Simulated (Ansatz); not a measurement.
Ansatz (a quantum-chemistry and plane-wave program) is run on the (111) slab of Ni3Fe (cut from a parent of space group no. 221; 16 atoms in the cell), and the run fails. The aim is a self-consistent single point with DFT, LDA (PW92), plane waves, PAW files made with PBE.

Cell that was meant: a = 5.1204 Å, b = 5.1204 Å, c = 22.1488 Å, α = 90.00°, β = 90.00°, γ = 60.00°.

Part of the input:

Ansatz 0.2 input:
```yaml
    - [2.56018300, 4.43436600, 0.00000000]
    - [0.00000000, 0.00000000, 22.14880000]
  atoms:
    - { symbol: Fe, position_ang: [0.83333438, 0.83333266, 0.36120263], spin: 4.0 }
    - { symbol: Fe, position_ang: [0.49999858, 0.50000137, 0.45374032], spin: 4.0 }
    - { symbol: Fe, position_ang: [0.16666534, 0.16666565, 0.54627800], spin: 4.0 }
    - { symbol: Fe, position_ang: [0.83333438, 0.83333266, 0.63881569], spin: 4.0 }
    - { symbol: Ni, position_ang: [0.33333068, 0.33333129, 0.36120263], spin: 2.0 }
    - { symbol: Ni, position_ang: [0.83333432, 0.33333129, 0.36120263], spin: 2.0 }
    - { symbol: Ni, position_ang: [0.33333074, 0.83333266, 0.36120263], spin: 2.0 }
    - { symbol: Ni, position_ang: [0.00000000, 0.00000000, 0.45374032], spin: 2.0 }
    - { symbol: Ni, position_ang: [0.49999852, 0.00000000, 0.45374032], spin: 2.0 }
    - { symbol: Ni, position_ang: [1.00000222, 0.50000137, 0.45374032], spin: 2.0 }
    - { symbol: Ni, position_ang: [0.66666904, 0.66666702, 0.54627800], spin: 2.0 }
    - { symbol: Ni, position_ang: [0.16666540, 0.66666702, 0.54627800], spin: 2.0 }
    - { symbol: Ni, position_ang: [0.66666386, 0.16666565, 0.54627800], spin: 2.0 }
    - { symbol: Ni, position_ang: [0.33333068, 0.33333129, 0.63881569], spin: 2.0 }
    - { symbol: Ni, position_ang: [0.83333432, 0.33333129, 0.63881569], spin: 2.0 }
    - { symbol: Ni, position_ang: [0.33333074, 0.83333266, 0.63881569], spin: 2.0 }
kpoints:
  mp_grid: { grid: [7, 7, 1] }
hamiltonian:
```

The program printed (abridged):

```
WARN basis.ecutwfc = 420 eV, the default
WARN ansatz: RAYON_NUM_THREADS=1 ignored (pool sized by the plan → 1); use --threads N
Pseudopotentials: kind: paw
Pseudopotential: Fe, paw, valence charge 16
Pseudopotential: Ni, paw, valence charge 18
Error: SCF: the overlap matrix is not positive definite, so this SCF or pass stopped before solving anything: energies and bands computed with it would not be physical. With PAW pseudopotential files every eigenvalue of that matrix must be above 0; at 25 of 25 k-points the lowest is not, and the worst, at k-point 6 (counted from zero), is -1.3e0 (as computed, with no allowance for rounding). The cause is the files, the structure or the cutoff, not the eigensolver. Where the projector spheres of two atoms overlap (a projector without an augmentation charge has none), move the closest atoms apart or use files with smaller projector spheres; norm-conserving files [...]
```

Problem. Read the log: what does the program object to, and what is the fix?

Solution. The fault is this: fractional positions typed under position_ang; here the program stops on it instead of giving results. To fix it, make label and numbers agree, by changing either. The program stopped before any SCF iteration.

On the sound input: the starting cell has typed, rounded lattice constants, without a prior relaxation at this level. The slab is cut from that crystal, and its faces are unrelaxed. Its lattice was rescaled in the plane by a random factor within 2.5 % of one. The magnetic order is the one reached from the typed start; others were not searched systematically.

These are the values that this program gave, and no reference: magnetic slabs can end in a higher state.
